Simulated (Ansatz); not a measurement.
## rock-salt NbN (1 1 1) on wurtzite AlN (0 0 1) (film strained to the substrate, started from cuts of the bulks and a machine-learned relaxation; slabs Al6N6 and N4Nb4, which can lie off the formulas)

A periodic stack without vacuum, rock-salt NbN (1 1 1) on wurtzite AlN (0 0 1) (film strained to the substrate, started from cuts of the bulks and a machine-learned relaxation; slabs Al6N6 and N4Nb4, which can lie off the formulas): substrate slab Al6N6, film N4Nb4, surface cells [[0, 1], [-1, 0]] and [[1, 0], [0, 1]], film strained by +0.1 and +0.1 %, outermost planes N/Al and N/Nb as cut, which need not be the usual terminations and can put a slab off its formula.

The start was prepared with a machine-learned potential, and the result is one local minimum, with the in-plane cell held and forces under 0.04 eV/Å; the film can end far from its bulk form.

These are PBE (plane waves to 420 eV, PAW; Ansatz, a quantum-chemistry and plane-wave program) values and carry that method's errors. No spin–orbit coupling; the runs are not spin-polarised; PBE gaps are too small against experiment. Its k-point mesh 11×11×1, Fermi–Dirac width 0.05 eV.

| Item | Value |
|---|---|
| interface area | 8.5 Å² |
| period | 25.77 Å |
| heights between the nearest atoms of the two slabs at the two interfaces | 1.91 and 2.13 Å |
| Al–Nb contacts across the interfaces within 1.22 times the sum of covalent radii | 3, mean 3.25 Å |
| N–Nb contacts across the interfaces within 1.22 times the sum of covalent radii | 1, mean 2.13 Å |
| Al–N contacts across the interfaces within 1.22 times the sum of covalent radii | 1, mean 1.91 Å |
| estimate of the barrier | withheld, since the two interfaces are unlike |

```yaml
crystal:
  lattice:
    - [3.13028, 0.00011, 0.00020]
    - [1.56515, 2.71097, 0.02373]
    - [-1.56245, -1.12663, 25.75728]
  atoms:
    - { symbol: Al, position: [0.22841, 0.31775, 0.06039] }
    - { symbol: Al, position: [0.59430, 0.68364, 0.15791] }
    - { symbol: N, position: [0.25329, 0.34260, 0.13480] }
    - { symbol: N, position: [0.55444, 0.64380, 0.03847] }
    - { symbol: Al, position: [0.29344, 0.38277, 0.25533] }
    - { symbol: Al, position: [0.65925, 0.74860, 0.35276] }
    - { symbol: N, position: [0.31822, 0.40754, 0.32960] }
    - { symbol: N, position: [0.61906, 0.70841, 0.23219] }
    - { symbol: Al, position: [0.35839, 0.44774, 0.45020] }
    - { symbol: Al, position: [0.72414, 0.81351, 0.54754] }
    - { symbol: N, position: [0.38316, 0.47249, 0.52450] }
    - { symbol: N, position: [0.68400, 0.77336, 0.42703] }
    - { symbol: N, position: [0.74885, 0.83824, 0.62154] }
    - { symbol: N, position: [0.11263, 0.20204, 0.71308] }
    - { symbol: N, position: [0.47961, 0.56900, 0.81404] }
    - { symbol: N, position: [0.84600, 0.93541, 0.91333] }
    - { symbol: Nb, position: [0.43009, 0.51946, 0.66531] }
    - { symbol: Nb, position: [0.79434, 0.88373, 0.75821] }
    - { symbol: Nb, position: [0.16280, 0.25216, 0.86366] }
    - { symbol: Nb, position: [0.52680, 0.61622, 0.95572] }
```
